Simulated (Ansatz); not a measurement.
## BN: energy against volume

BN (wurtzite, P6_3mc, 5.876 Å³/atom and stress up to 0.01 GPa in the relaxed cell, c along z) under hydrostatic pressure, with the cell free. PBEsol in Ansatz, a plane-wave DFT program (PAW, default set), 420 eV, 15×15×8 Γ-centred mesh, Fermi-Dirac smearing 0.05 eV; ions are relaxed, or left where forces stay under 0.02 eV/Å, within the symmetry of each cell.

Here V stands for volume and E for E less E0.

| volume (Å³/atom) | E less E0 (meV/atom) | pressure (GPa) |
|---|---|---|
| 5.9067 | 0.20 | -2.00 |
| 5.8911 | 0.07 | -1.00 |
| 5.8759 | 0.00 | 0.00 |
| 5.8622 | 0.05 | 0.90 |
| 5.8442 | 0.23 | 2.10 |
| 5.8090 | 0.94 | 4.50 |
| 5.7456 | 3.61 | 9.00 |
| 5.6657 | 9.57 | 15.00 |
| 5.4859 | ? | ? |

Fit E of the 8 rows that show it with the third-order Birch-Murnaghan form, a cubic in V^(-2/3). With u = V^(-2/3) - 0.3089, the rows have u = -0.0028657, -0.0023257, -0.0017972, -0.0013189, -0.0006877, 0.0005561, 0.0028284, 0.0057523. Least squares gives E = 0.557 + 605.1·u + 167784·u² - 102130·u³. Residuals (row less fit): -0.003, 0.011, -0.012, -0.001, 0.010, -0.005, 0.002, 0.000; standard error 0.010 (degrees of freedom: 4). Its minimum lies at u = -0.0018003, so V0 = (0.3070997)^(-3/2) = 5.876. There d²E/du² = 336700 and d³E/du³ = -612800, so B0 = (4/9) × 5.876^(-7/3) × 336700 × 0.160218 = 385 GPa (the last factor turns the table's units into GPa), and B0' = 4 + (2/3) × 0.3070997 × (-612800)/336700 = 3.6. B0' rests on the cubic coefficient alone and has a standard error of 0.9 from these residuals.

Q: What does the fit predict for E at V = 5.4859, and how far is the calculated value from it?

A: u = 0.0125904, so E = 0.557 + 605.1 × 0.0125904 + 167784 × 0.0125904² - 102130 × 0.0125904³ = 34.568 meV/atom. The calculation gives 34.64 meV/atom, 0.072 meV/atom above the prediction (0.2 % of the range of E in the table). The row lies outside the fitted rows, so this is an extrapolation. From the scatter of the fitted rows alone, a prediction at this place has a standard error of 0.314 meV/atom, so the miss is 0.2 times that.

Other structures, which can take over under pressure, weren't tried. The same form fitted to the pressure column gives B0' = 3.7; series where the two differ by over 0.4 aren't shown. BN is here a metastable high-pressure form. Rows are the converged runs of the series near zero and its far end, less any whose ions stayed unrelaxed beside relaxed ones; series whose fitted rows scatter by over a few per cent of the range, as at a crossing or softening among them, aren't shown in this form.
